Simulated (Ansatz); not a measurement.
Amorphous hafnium silicate (Hf6Si14O40), 60 atoms at 4.23 g/cm³, one PBE-relaxed geometry, zone centre. Methods: PBE, scalar-relativistic without spin-orbit coupling (Ansatz, a program for electronic structure); r2SCAN, scalar-relativistic without spin-orbit coupling (Ansatz); HSE06, scalar-relativistic without spin-orbit coupling (Ansatz). Plane waves to 420 eV (r2SCAN 500 eV); exact exchange is cut at the cell's faces. At PBE the levels at the filled edge of the gap are localised (band-tail or defect states), and the nearest spread-out levels lie 5.1 eV apart at the zone centre. All rungs ran without spin polarisation.

Preparation: random packing, a CHGNet melt and quench, and a DFT relaxation. O atoms were pushed apart under 1.9 Å during the dynamics, to hinder bonds among them. The hot cell started wider than the set density and was brought back towards it in steps. It is the lowest in DFT energy of 8 quenches. It is a model cell: composition and starting density were chosen by hand, and all elements were melted together. No dispersion term was used. Its density started from a set value of 4.23 and ended at 4.23 g/cm³. Cooling (nominally 300 K/ps over its main leg) ran many orders faster than in experiment, which tends to leave more defects and strain. One small periodic cell is one sample of the glass; other quenches scatter about these values. The volume was held where the preparation left it and the shape relaxed, at a PBE pressure of 3.0 GPa. Stress components on the final sampling reach 3.0 GPa.

The relaxation ran on the zone centre alone. At PBE the level gap is 4.71 eV on a 2×2×2 Γ-centred mesh, and the spacing at the zone centre alone 4.71 eV.

Q: What zone-centre spacing does r2SCAN give, roughly?

A: 5.22 eV (+0.51 eV against PBE).

Q: What zone-centre spacing does HSE06 give, roughly?

A: 6.34 eV (+1.63 eV against PBE).

The highest filled and the lowest empty state spread over these numbers of atoms (participation numbers): PBE: 5.3 and 19.4; r2SCAN: 4.9 and 15.2; HSE06: 4.8 and 23.9.
